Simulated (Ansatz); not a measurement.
Structures of equal composition on the (000-1) surface of 4H silicon carbide (C plane on top): (√3x√3)R30° Sb adatom at H3; (√3x√3)R30° Sb adatom at T4. The slabs share one bottom face, and each structure is named by its start. These are constructed structures in small cells; real faces may alloy, dewet or reconstruct in larger ones, and not all known structures of the face are among them. Slabs of about 11 Å with all that they carry, Fermi-Dirac smearing of 0.025 eV. Bottom of the slabs: H caps. Relaxed from the named starts with such symmetry as they have, on meshes of like density; energies extrapolated to zero smearing; no spin-orbit coupling, no U. Spin-polarised runs, if any, are marked in brackets, and their order is one that fits the cell; the others ran without spin. Where a second, spin-polarised start was run, the lower counts.

Host crystal: 4H silicon carbide, with a band gap (PBE, scalar-relativistic without spin-orbit coupling).

These are PBE (plane waves to 420 eV, PAW; Ansatz, a first-principles code) values and carry that method's errors.

### Question
Put the candidates in order of energy per 1x1 cell, lowest first, for PBE.

### Answer
(√3x√3)R30° Sb adatom at T4 (0.000 eV, gap 2.20 eV on the mesh), (√3x√3)R30° Sb adatom at H3 (0.079 eV, gap 1.73 eV on the mesh)
